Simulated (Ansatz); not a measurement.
Ca2Si: response to strain

The parent structure is Ca2Si (space group Fm-3m, No. 225; a = 7.1600 Å; a model cell, its experimental status unchecked). Axes: x, y, z lie along the cube axes.

Strains are applied to the cell and any free atomic positions relax; under stress the whole cell relaxes.

Method: r2SCAN/PAW in Ansatz (an electronic-structure program), scalar-relativistic without spin-orbit coupling.

| case | pressure | space group | band gap | shortest interatomic distance |
|---|---|---|---|---|
| base | 0.00 GPa | Fm-3m (No. 225) | 0.78 eV | 3.100 Å |
| isotropic strain −1.98 % | 2.63 GPa | Fm-3m (No. 225) | 0.70 eV | 3.039 Å |
| isotropic strain −0.73 % | 0.89 GPa | Fm-3m (No. 225) | 0.75 eV | 3.078 Å |
| isotropic strain +2.07 % | -2.14 GPa | Fm-3m (No. 225) | 0.84 eV | 3.165 Å |
| isotropic strain +2.46 % | -2.48 GPa | Fm-3m (No. 225) | 0.85 eV | 3.177 Å |
| isotropic strain +4.10 % | -3.73 GPa | Fm-3m (No. 225) | 0.88 eV | 3.227 Å |
| uniaxial strain ε_xx = +1.15 % | -0.44 GPa | I4/mmm (No. 139) | 0.74 eV | 3.112 Å |
| uniaxial strain ε_yy = +1.24 % | -0.47 GPa | I4/mmm (No. 139) | 0.74 eV | 3.113 Å |
| uniaxial strain ε_zz = −1.75 % | 0.71 GPa | I4/mmm (No. 139) | 0.71 eV | 3.082 Å |
| uniaxial stress, 3 GPa compression along x | – | I4/mmm (No. 139) | 0.63 eV | 3.076 Å |

Beyond what the load breaks, stability against distortions was not tested.
